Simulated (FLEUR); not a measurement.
**Several settings converged on Rh (Fm-3m, 1 atom in the cell)**

```
Rh
1.0
    0.00000     1.90950     1.90950
    1.90950     0.00000     1.90950
    1.90950     1.90950     0.00000
Rh
1
Direct
  0.00000   0.00000   0.00000
```

Base method: PBE, all-electron FLAPW (FLEUR), scalar-relativistic valence.

Base settings: Kmax = 4.2 1/bohr; GmaxXC = 16.8 1/bohr; xcFunctional = pbe; jspins = 1; l_soc = F; mode = hist; fermiSmearingEnergy = 0.00367493 Htr; mesh (inpgen div1-3) = 9 9 9; inpgen gamma flag = false; Gmax = 16.8 1/bohr.

Core times come from one kind of shared machine, to one figure; runs under 30 s give none.

**Shifted k-point meshes**

Only quantities that move along the ladder and can be compared are tabulated.

| kpt_div | free energy less the last step's (meV/atom) | core time / last (rough) |
|---|---|---|
| 4 4 4 | 11.79 | – |
| 6 6 6 | 6.33 | – |
| 8 8 8 | -0.43 | – |
| 10 10 10 | -0.29 | 0.05 |
| 14 14 14 | -0.15 | 0.08 |
| 16 16 16 | 0.04 | 0.1 |
| 26 26 26 | -0.01 | 0.7 |
| 32 32 32 | 0.00 | 1 |

Coarsest kpt_div that holds the free energy within 5 meV/atom of the last step, with all finer ones: 8 8 8; the step before is off by 6.3 meV/atom.

**The k-point mesh at a smearing width of 0.3 eV**

In this ladder: fermiSmearingEnergy = 0.0110248 Htr. Moved along: kpt_gamma.

Only quantities that move along the ladder and can be compared are tabulated.

| kpt_div | free energy less the last step's (meV/atom) | core time / last (rough) |
|---|---|---|
| 5 5 5 | 71.92 | – |
| 6 6 6 | 39.48 | – |
| 8 8 8 | 9.04 | – |
| 9 9 9 | 4.74 | – |
| 11 11 11 | 2.10 | – |
| 13 13 13 | -1.22 | – |
| 16 16 16 | -0.28 | 0.2 |
| 24 24 24 | -0.01 | 0.4 |
| 35 35 35 | 0.00 | 1 |

Coarsest kpt_div that holds the free energy within 1 meV/atom of the last step, with all finer ones: 16 16 16, at about 0.2 of the last step's time; the step before is off by 1.2 meV/atom.

**The mesh under tetrahedron occupations**

In this ladder: mode = tetra; fermiSmearingEnergy = 0.0001 Htr; kpt_gamma = true.

Only quantities that move along the ladder and can be compared are tabulated.

```tsv
kpt_div	free energy less the last step's (meV/atom)	core time / last (rough)
6 6 6	258.26	–
8 8 8	137.57	–
9 9 9	107.76	–
12 12 12	55.31	–
14 14 14	41.50	0.1
18 18 18	21.02	0.2
22 22 22	11.26	0.3
28 28 28	3.92	0.7
34 34 34	0.00	1
```

Coarsest kpt_div that holds the free energy within 5 meV/atom: not settled: the last two steps still differ by 3.9 meV/atom, over half the tolerance, so the ladder does not show it.

On the base run: the starting cell has typed, rounded lattice constants, without a prior relaxation at this level. Its lattice was rescaled by up to half a per cent. Spin polarisation is off. Values depend on the basis (sphere radii, cutoffs, local orbitals), which need not be converged.
